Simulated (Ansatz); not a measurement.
**PtSe2: Se → Os**

Take PtSe2 in the CdI2 type structure (space group P-3m1, No. 164; a = 3.7724 Å, c = 4.8168 Å; layered) as the base.

Perturbation: full substitution Se → Os; the structure is relaxed again.

Calculations: Ansatz (an electronic-structure program), PBE-D3(BJ), PAW, cutoff 420 eV, no spin-orbit coupling, earlier PAW set. Settings: 15×15×10 k-points, 0.05 eV Fermi–Dirac smearing, for the changed cell.

```tsv
quantity	base	changed	shift
volume per atom	19.79 Å³	17.25 Å³	-2.54 Å³
density	9.87 g/cm³	18.47 g/cm³	+8.594 g/cm³
c/a ratio	1.277	1.332	+0.055
space group	P-3m1 (No. 164)	P-3m1 (No. 164)	–
shortest interatomic distance	2.526 Å	2.377 Å	-0.149 Å
band gap	zero	zero	–
```

Final structure:

```xyz
3
Lattice="3.5530 0.0000 0.0000 -1.7765 3.0770 0.0000 0.0000 0.0000 4.7336" Properties=species:S:1:pos:R:3 pbc="T T T"
Pt     0.0000     0.0000     0.0000
Os     1.7765     1.0257     1.7666
Os     0.0000     2.0513     2.9670
```

Cost of the whole job for the changed cell (relaxation, final SCF and bands): about 3 core-minutes (a rough figure).

No phonon test of stability was made. As relaxed here, Os2Pt is a hypothetical phase, not in the database extracts checked. All final runs are without spin polarisation. The program warned that a D3 coordination switch lies within reach, so dispersion energies are less smooth here. The zero or small gap of PtSe2 can change with the level of theory.
